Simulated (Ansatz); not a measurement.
This concerns the energy of the reaction as written. Reaction: 24 C (graphite) + 3 H2 (gas) → cell A. A negative value means that the right-hand side lies lower.

Cell A: a sheet of composition C24H6, 30 atoms, oblique cell of 11.94 × 12.67 Å (133.5 Å²), symmetry Cmmm within 0.02 Å, 0.0 Å thick under 16 Å of vacuum, in-plane vectors relaxed; planes from bottom to top: C24H6, all atoms in one plane; a model cell; spin state with PBE: run without spin, k-point mesh 3×3×1.
```yaml
crystal:
  lattice:
    - [11.93838, 0.00000, 0.00000]
    - [-5.96919, 11.17935, 0.00000]
    - [0.00000, 0.00000, 16.00000]
  atoms:
    - { symbol: C, position: [0.13510, 0.06363, 0.50000] }
    - { symbol: C, position: [0.06408, 0.12816, 0.50000] }
    - { symbol: C, position: [0.92853, 0.06363, 0.50000] }
    - { symbol: C, position: [0.86749, 0.93785, 0.50000] }
    - { symbol: H, position: [0.76411, 0.88983, 0.50000] }
    - { symbol: C, position: [0.93814, 0.87628, 0.50000] }
    - { symbol: H, position: [0.88940, 0.77879, 0.50000] }
    - { symbol: C, position: [0.07036, 0.93785, 0.50000] }
    - { symbol: H, position: [0.12572, 0.88983, 0.50000] }
    - { symbol: C, position: [0.78620, 0.36953, 0.50000] }
    - { symbol: H, position: [0.88958, 0.41756, 0.50000] }
    - { symbol: C, position: [0.71555, 0.43111, 0.50000] }
    - { symbol: H, position: [0.76429, 0.52859, 0.50000] }
    - { symbol: C, position: [0.58333, 0.36953, 0.50000] }
    - { symbol: H, position: [0.52798, 0.41756, 0.50000] }
    - { symbol: C, position: [0.51859, 0.24375, 0.50000] }
    - { symbol: C, position: [0.58961, 0.17923, 0.50000] }
    - { symbol: C, position: [0.72516, 0.24375, 0.50000] }
    - { symbol: C, position: [0.26897, 0.12642, 0.50000] }
    - { symbol: C, position: [0.38472, 0.18096, 0.50000] }
    - { symbol: C, position: [0.85745, 0.12642, 0.50000] }
    - { symbol: C, position: [0.79624, 0.18096, 0.50000] }
    - { symbol: C, position: [0.12673, 0.25345, 0.50000] }
    - { symbol: C, position: [0.18186, 0.36373, 0.50000] }
    - { symbol: C, position: [0.24156, 0.48313, 0.50000] }
    - { symbol: C, position: [0.29711, 0.59423, 0.50000] }
    - { symbol: C, position: [0.35658, 0.71315, 0.50000] }
    - { symbol: C, position: [0.41213, 0.82426, 0.50000] }
    - { symbol: C, position: [0.47183, 0.94365, 0.50000] }
    - { symbol: C, position: [0.52696, 0.05393, 0.50000] }
```

Reference: C (graphite, P6₃/mmc), 4 atoms in the cell, k-point mesh 18×18×6 on the run's own vectors. Conventional cell: a = b = 2.4650 Å, c = 6.7419 Å, α = β = 90.00°, γ = 120.00°.

Reference: an isolated H2 molecule (singlet) in a box of 11 × 11 × 13 Å.

Plane-wave PAW calculations with Ansatz (a quantum-chemistry and plane-wave program), its default PAW set, cutoff 420 eV, 500 eV for r2SCAN. The structures are at rest with PBE+D3(BJ); other levels are single points on them. HSE06 runs on coarser k-point meshes, mended by the PBE difference between the two meshes. Some cells are metallic or hold partly filled levels, where a hybrid on a coarse mesh is less sure. Neutral cells; Fermi-Dirac smearing of at most 0.05 eV in the solids, energies taken to zero width. The lattices are those relaxed with PBE+D3(BJ), so at other levels the solids can be strained, which adds to the spread. Larger cells are relaxed on a coarser mesh till forces fall under 0.03 eV/Å, which some starts already meet. A dispersion term (D3(BJ), or D4 for r2SCAN) was computed beside these levels and is taken off wherever the name lacks it. Nuclei at rest; no vibrational terms. No structure search was made; lower ones may exist. Cell A has symmetry Cmmm within 0.02 Å and got no random move, so less symmetric positions, which may lie lower, weren't tried.

Task: Give the value at the level PBE.

Result: 12.87 eV, for 24 C (graphite) + 3 H2 (gas) → cell A.

Task: What do the other levels give, and how wide is the spread?

Result: 
| Functional | value (eV) | less PBE |
|---|---|---|
| PBE+D3(BJ) | 15.20 | 2.33 |
| r2SCAN | 14.50 | 1.63 |
| r2SCAN+D4 | 15.81 | 2.94 |
| HSE06 | 14.28 | 1.41 |

The levels shown span 2.94 eV, from PBE (12.87) to r2SCAN+D4 (15.81).
